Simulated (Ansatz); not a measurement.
Amorphous Si16Ge8O48, 72 atoms at 2.78 g/cm³, one PBE-relaxed geometry, zone centre. Methods: PBE, scalar-relativistic without spin-orbit coupling (Ansatz, an electronic-structure program); r2SCAN, scalar-relativistic without spin-orbit coupling (Ansatz); HSE06, scalar-relativistic without spin-orbit coupling (Ansatz). Plane waves to 420 eV (r2SCAN 500 eV); exact exchange is cut at the cell's faces. At PBE the levels at the filled edge of the gap are localised (band-tail or defect states), and the nearest spread-out levels lie 3.9 eV apart at the zone centre. All rungs ran without spin polarisation.

The cell was made by melting and quenching with the CHGNet potential and then relaxed with DFT. O atoms were pushed apart under 1.9 Å during the dynamics, to hinder bonds among them. The hot cell started wider than the set density and was brought back towards it in steps. It is the lowest in DFT energy of 2 quenches. It is a model cell: composition and starting density were chosen by hand, and all elements were melted together. No dispersion term was used. Its density started from a set value of 2.89 and ended at 2.78 g/cm³. Cooling (nominally 390 K/ps over its main leg) ran many orders faster than in experiment, which tends to leave more defects and strain. Values belong to this one cell and scatter from quench to quench. Volume and shape were free in the relaxation.

The relaxation ran on the zone centre alone. At PBE the level gap is 3.12 eV on a 2×2×2 Γ-centred mesh, and the spacing at the zone centre alone 3.11 eV.

What zone-centre spacing does r2SCAN give, roughly?

3.74 eV (+0.62 eV against PBE).

What zone-centre spacing does HSE06 give, roughly?

4.96 eV (+1.84 eV against PBE).

The highest filled and the lowest empty state spread over these numbers of atoms (participation numbers): PBE: 4.3 and 29.9; r2SCAN: 4.2 and 30.0; HSE06: 4.4 and 32.1.
